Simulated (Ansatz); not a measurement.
The starting structures come from a database of crystals and need not be the phases stable at ambient conditions.

The decay constant κ of evanescent states in the gap governs leakage through a thin film.

Input:

```xyz
16
Lattice="6.8275 0.0000 0.0000 2.9207 6.6310 0.0000 3.4138 0.0000 4.3427" Properties=species:S:1:pos:R:3 pbc="T T T"
Na     4.1439     1.6577     1.4192
Na     9.0181     4.9732     2.9235
Zn     0.0000     0.0000     0.0000
Zn     1.4604     3.3155     0.0000
S      7.5577     1.6577     2.7825
S      5.6043     4.9732     1.5602
O      6.5555     0.9431     1.9265
O      6.6065     5.6879     2.4162
O      8.5599     2.3724     1.9265
O      4.6021     4.2585     2.4162
O      8.2455     0.6695     3.6675
O      4.9165     5.9615     0.6752
O      6.8699     2.6460     3.6675
O      6.2921     3.9849     0.6752
F      4.1439     1.6577     3.5980
F      9.0181     4.9732     0.7447
```

Space group of this cell: C2/c. The cell is taken as given; by r2SCAN its mean pressure is -5.1 GPa.

Transport runs along the normal of the first two printed cell vectors.

The gap is the functional's own, uncorrected, and κ follows it; spin-orbit coupling is left out. Mid-gap values are interpolated between the computed energies.

Q: Give the band gap and the smallest decay constant κ at mid-gap that r2SCAN (Ansatz, a first-principles code) yields.

A: Gap 4.93 eV on a 8×6×8 mesh; κ = 0.469 1/Å, at the zone centre.
